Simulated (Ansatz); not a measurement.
Checking a run of Ansatz (a program for electronic structure) on a sheet of Sb₂Se₃ (5 atoms in the cell). The aim is a self-consistent single point with DFT, PBE, plane waves, default PAW files.

Cell that was meant: a = 3.9859 Å, b = 3.9859 Å, c = 20.8294 Å, α = 90.00°, β = 90.00°, γ = 120.00°.

Part of the input:

Ansatz 0.2 input:
```yaml
    - { symbol: Se, position_ang: [0.000000, 0.000000, 6.999995] }
    - { symbol: Se, position_ang: [1.992938, 1.150621, 10.414675] }
    - { symbol: Se, position_ang: [-0.000002, 2.301244, 13.829355] }
basis:
  ecutwfc: 65.0
kpoints:
  mp_grid: { grid: [8, 8, 1] }
hamiltonian:
  xc: pbe
  pseudopotentials: { kind: paw }
scf:
  occupations: { method: fermi_dirac, width: 0.1 }
output:
  forces: true
  eigenvalues: true
```

Log, with long lists cut:

```
   [... lines left out ...]
Symmetry: 12 space group operations
Space group: P-3m1 (ITA 164), of the structure as read, at distance tolerance 6.6e-5 Å
k-points: 10 of 64
Initial density: superposition of atomic densities (neutral atoms: chi_scale 0, normalization atom), corrected by the library's trained network
Initial wavefunctions: pseudopotential atomic-orbital guess
Eigensolver: davidson
Functional: x = pbe(κ = 0.804, μ = 0.2195149727645171), c = pbe(β = 0.06672455060314922)
SCF iter   1: F=—  HF=-27607.755079 eV  |F-HF|=—  |Δ(HF+E_count)|=         —  Δρ=9.53e-1  dr2=2.21e3  ethr=1.77e-3  ⟨swp⟩=7.4  Hψ=2129  notcnv=0
all-band conjugate gradients solve this SCF's bands
preconditioner: auto → LDOS
SCF iter   2: F=—  HF=-26260.268509 eV  |F-HF|=—  |Δ(HF+E_count)|=    1.35e3  Δρ=1.91e-1  dr2=1.56e2  ethr=1.77e-3  ⟨swp⟩=4.0  Hψ=2312  notcnv=0
   [... lines left out ...]
SCF iter  11: F=—  HF=-26112.238897 eV  |F-HF|=—  |Δ(HF+E_count)|=   6.58e-6  Δρ=1.61e-5  dr2=2.16e-6  ethr=4.98e-8  ⟨swp⟩=2.0  Hψ=550  notcnv=0
SCF iter  12: F=—  HF=-26112.238897 eV  |F-HF|=—  |Δ(HF+E_count)|=   2.21e-7  Δρ=5.50e-6  dr2=2.36e-7  ethr=2.77e-9  ⟨swp⟩=2.9  Hψ=846  notcnv=0
SCF iter  13: F=-26112.238897 eV  HF=-26112.238897 eV  |F-HF|=6.86e-9  |Δ(HF+E_count)|=   2.85e-8  Δρ=8.45e-7  dr2=8.01e-9  ethr=1.28e-10  ⟨swp⟩=19.7  Hψ=2923  notcnv=0
SCF 1 converged in 13 iterations: F = -26112.238897 eV  dr2 = 8.01e-9
Free energy (F): -26112.238897 eV
Internal energy: -26112.080782 eV  (E = F + TS)
E sigma→0 (E₀):  -26112.159839 eV
Entropy (-TS):   -0.158115 eV (-31.623 meV/atom)
Fermi energy:    -17.269202 eV
--- Forces (eV/Å), atoms counted from 1 ---
  atom   1  Sb     0.00000000     0.00000000    -1.89418454
  atom   2  Sb     0.00000000    -0.00000000     1.89418454
  atom   3  Se    -0.00000000    -0.00000000    22.53171205
  atom   4  Se     0.00000000     0.00000000     0.00000000
  atom   5  Se     0.00000000     0.00000000   -22.53171205
--- Stress (GPa, compression-positive) ---
      -58.516038      -0.000000       0.000000
       -0.000000     -58.516038       0.000000
        0.000000       0.000000    -122.900482
  P = ⅓ Tr σ = -79.9775 GPa (-799.775 kbar)
  The stress holds the Pulay correction. Without it, at fixed plane waves, as pw.x and ABINIT print it: P = -3054.4134 GPa
```

Question: Is anything amiss in this input, and did it matter?

Answer: The run is not sound. The fault is a basis or grid far too coarse for these potentials. The error of an incomplete plane-wave basis or grid does not cancel at such settings. To fix it, restore the cutoff that the potentials need and check convergence. The run converged in 13 iterations without an error; against the sound input the free energy goes up by 653 eV/atom, the largest force goes from 0.932 to 22.53 eV/Å and no clean gap remains on the mesh (levels overlap or are partly filled), against 0.62 eV before.

An input that runs soundly differs in these lines (not the only fix; some lines may just follow from the change or write a value another way):
```diff
-basis:
-  ecutwfc: 65.0
-  occupations: { method: fermi_dirac, width: 0.1 }
+  occupations: { method: fermi_dirac, width: 0.1 eV }
```

With that input, the run converged in 7 iterations: free energy E − TS (on the zero of these files) -29377.3612 eV; gap on the k-point mesh 0.62 eV; pressure averaged over the cell with its vacuum 1.30 GPa; largest force (vector length) 0.932 eV/Å (DFT, PBE, plane waves, default PAW files).

On the sound input: the starting cell was generated: these elements placed on a structure prototype, without a prior relaxation; it need not be a known phase or ordering of this composition. Its lattice was rescaled in the plane by a random factor within 2.5 % of one. Spin-orbit coupling is off.
